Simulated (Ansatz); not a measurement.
Consider W in the bcc (W type) structure (space group Im-3m, No. 229; a = 3.184 Å; relaxed with 0.1 eV smearing).

Computed with PBE in Ansatz (plane waves to 420 eV, PAW, without spin-orbit coupling).

Strains are applied to the cell and any free atomic positions relax.

One change was made to it. Results:

The energy goes up by 3.5 meV/atom; the pressure goes from zero to 4.7 GPa; the band gap stays zero.

Q: Name the change that was made.
A. isotropic strain −2.50 %
B. isotropic strain −0.50 %
C. isotropic strain +1.00 %
D. isotropic strain −1.50 %
E. isotropic strain +2.00 %

A: B, isotropic strain −0.50 %. For comparison, the energy relative to the base in the other runs: isotropic strain −1.50 % gives +32 meV/atom; isotropic strain +2.00 % gives +52 meV/atom; isotropic strain −2.50 % gives +93 meV/atom; isotropic strain +1.00 % gives +13 meV/atom.

Whether these cells are dynamically stable was not tested. All final runs are without spin polarisation.

Ansatz is a quantum-chemistry and plane-wave program.
